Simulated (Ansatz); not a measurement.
# A computed series for Ag: response to strain

The parent structure is Ag in the fcc (Cu type) structure (space group Fm-3m, No. 225; a = 4.054 Å; relaxed with 0.1 eV smearing).

Strains are applied to the cell and any free atomic positions relax.

Computed with PBEsol (Ansatz, a program for electronic structure), spin-orbit coupling left out.

Notes on the quantities. energy relative to the base: free energy F.

```json
[
 {"change": "base", "shortest interatomic distance": "286.6 pm", "pressure": "0.0 GPa", "energy relative to the base": "0 meV/atom"},
 {"change": "isotropic strain −3.00 %", "shortest interatomic distance": "278.0 pm", "pressure": "14.1 GPa", "energy relative to the base": "+58 meV/atom"},
 {"change": "isotropic strain −2.50 %", "shortest interatomic distance": "279.5 pm", "pressure": "11.2 GPa", "energy relative to the base": "+39 meV/atom"},
 {"change": "isotropic strain −2.00 %", "shortest interatomic distance": "280.9 pm", "pressure": "8.6 GPa", "energy relative to the base": "+24 meV/atom"},
 {"change": "isotropic strain −1.00 %", "shortest interatomic distance": "283.8 pm", "pressure": "3.9 GPa", "energy relative to the base": "+5.8 meV/atom"},
 {"change": "isotropic strain −0.50 %", "shortest interatomic distance": "285.2 pm", "pressure": "1.9 GPa", "energy relative to the base": "+1.4 meV/atom"},
 {"change": "isotropic strain +1.00 %", "shortest interatomic distance": "289.5 pm", "pressure": "-3.3 GPa", "energy relative to the base": "+5.3 meV/atom"},
 {"change": "isotropic strain +1.50 %", "shortest interatomic distance": "290.9 pm", "pressure": "-4.7 GPa", "energy relative to the base": "+12 meV/atom"},
 {"change": "isotropic strain +2.50 %", "shortest interatomic distance": "293.8 pm", "pressure": "-7.1 GPa", "energy relative to the base": "+31 meV/atom"},
 {"change": "isotropic strain +3.00 %", "shortest interatomic distance": "295.2 pm", "pressure": "-8.2 GPa", "energy relative to the base": "+44 meV/atom"}
]
```

No phonon test of stability was made.
